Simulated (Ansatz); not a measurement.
For BiTe (R-3m, No. 166, 2 atoms in the cell; start mp-1227339; a measured phase of this formula has another space group), LDA in Ansatz (PAW) gives:

| Quantity | Value |
|---|---|
| equilibrium lattice constant a | 4.760 Å |
| lattice parameter c | 9.544 Å |
| cohesive energy | 3.46 eV/atom |

**Question.** What does r²SCAN+rVV10 in Ansatz (PAW) give for the same quantities?

**Answer.** 
- lattice constant a: 4.811 Å (goes up by 1.1 %)
- lattice parameter c: 9.741 Å (increases by 2.1 %)
- cohesive energy: 2.60 eV/atom (shrinks by 0.86 eV/atom)

Changes are worked out from the printed values.

Unless a cell is named, each level is at its own relaxed cell (LDA 31.22, r²SCAN+rVV10 32.55 Å³/atom).

Levels without +SOC leave out spin–orbit coupling, which shifts energies and cells of such heavy elements.

Caveats: the relaxation could not lower the start's symmetry, so the cell can be a saddle point above a distorted one (LDA, r²SCAN+rVV10). Ansatz's density-functional and Hartree–Fock values are scalar-relativistic unless marked +SOC, with PAW data made under PBE.

A start named mp-… is a Materials Project structure, which need not be a measured phase.

Ansatz is a program for electronic structure.
